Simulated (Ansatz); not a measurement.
**CaMoO4 (I4₁/a, No. 88)**

All values below come from LDA (PAW; Ansatz, a first-principles code).

Settings: plane-wave cutoff 520 eV, 10×10×10 k mesh, Fermi–Dirac smearing 0.01 eV, no spin polarisation, scalar-relativistic PAW data made under PBE.

Cell: relaxed at this level.

```yaml
band_gap: 3.35 eV (on the SCF k mesh)
lattice_constant_a: 5.135 Å
c axis length: 11.064 Å
bulk_modulus: 94.0 GPa
```

Note: the bulk modulus is −V dP/dV from two relaxed cells at ±2 % in volume; the volume lies 6 % below that of the published cell.

Spin–orbit coupling is not included.

The result took about 10 core-minutes (a rough figure).
